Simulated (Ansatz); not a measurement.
Given:

```
CELL_PARAMETERS angstrom
      7.31926     0.00000     0.00000
     -3.65963     6.33866     0.00000
      0.00000     0.00000     3.77329
ATOMIC_POSITIONS crystal
  W  0.50000 0.50000 0.00000
  W  0.00000 0.50000 0.00000
  W  0.50000 0.00000 0.00000
  O  0.21294 0.42589 0.00000
  O  0.78706 0.57411 0.00000
  O  0.78706 0.21294 0.00000
  O  0.21294 0.78706 0.00000
  O  0.57411 0.78706 0.00000
  O  0.42589 0.21294 0.00000
  O  0.00000 0.50000 0.50000
  O  0.50000 0.00000 0.50000
  O  0.50000 0.50000 0.50000
```

No spin polarisation.

All numbers come from DFT with PBEsol, PAW potentials and a 420 eV plane-wave cutoff in Ansatz (a program for electronic structure), without spin-orbit coupling. Settings: 4×4×7 k-points, 0.05 eV Fermi–Dirac smearing.

Task: What is the computed band gap?

Result: 0.64 eV.

Task: Estimate the gap character.

Result: Indirect, A → Γ.

With W present, leaving out spin-orbit coupling can change the band edges. Load acts through the strain it causes; cell and atoms are relaxed under it. No phonon test of stability was made. Competing high-pressure phases were not computed. The cell was made from WO₃ (space group P6/mmm, No. 191) by this change: pressure 5 GPa.
